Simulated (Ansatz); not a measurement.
We consider BaAl4 (I4/mmm, No. 139), described by PBEsol (Ansatz, a first-principles code, plane waves, PAW).

Settings: plane-wave cutoff 520 eV, 18×18×18 k mesh, Fermi–Dirac smearing 0.05 eV, scalar-relativistic PAW data made under PBE.

The volume scan:

| V (Å³/atom) | E − E_lowest (meV/atom) | P (GPa) |
|---|---|---|
| 21.995 | 6.76 | 2.445 |
| 22.453 | 1.63 | 1.161 |
| 22.911 | 0.00 | 0.001 |
| 23.369 | 1.52 | -1.047 |
| 23.828 | 5.89 | -1.992 |

### Question
Estimate the bulk modulus and its pressure derivative from these points.

### Answer
V0 = 22.912 Å³/atom, B0 = 55.1 GPa, B′ = 4.1 (fit to the energies at full precision).

Shape and atoms are relaxed at each volume.

Note: the bulk modulus comes from volumes at which shape and atoms were relaxed.

Spin–orbit coupling is not included.

Static lattice: no zero-point or thermal effects.
